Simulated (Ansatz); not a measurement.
Consider TiC in the rock salt structure (space group Fm-3m, No. 225; relaxed with 0.1 eV smearing).

```cif
data_CTi
_chemical_formula_sum 'Ti1 C1'
_space_group_name_H-M_alt 'P 1'
_space_group_IT_number 1
_cell_length_a 3.01293
_cell_length_b 3.01293
_cell_length_c 3.01293
_cell_angle_alpha 60.000
_cell_angle_beta 60.000
_cell_angle_gamma 60.000
loop_
_space_group_symop_operation_xyz
  'x, y, z'
loop_
_atom_site_label
_atom_site_type_symbol
_atom_site_fract_x
_atom_site_fract_y
_atom_site_fract_z
_atom_site_occupancy
Ti1 Ti 0.00000 0.00000 0.00000 1
C1 C 0.50000 0.50000 0.50000 1
```

Method: Kohn–Sham DFT with the LDA functional, run in Ansatz (a first-principles code) with PAW and 420 eV plane waves, without spin-orbit coupling.

Strains are applied to the cell and any free atomic positions relax.

One change was made to it. Results:

```csv
quantity,base,after
pressure,0.0 GPa,4.4 GPa
energy relative to the base (free energy F),0 meV/atom,+1.9 meV/atom
```

Q: Which change produced these results?
A) isotropic strain +2.00 %
B) isotropic strain −2.00 %
C) isotropic strain −0.50 %

A: C, isotropic strain −0.50 %. For comparison, the energy relative to the base in the other runs: isotropic strain +2.00 % gives +29 meV/atom; isotropic strain −2.00 % gives +33 meV/atom.

Whether these cells are dynamically stable was not tested. The final runs are not spin-polarised.
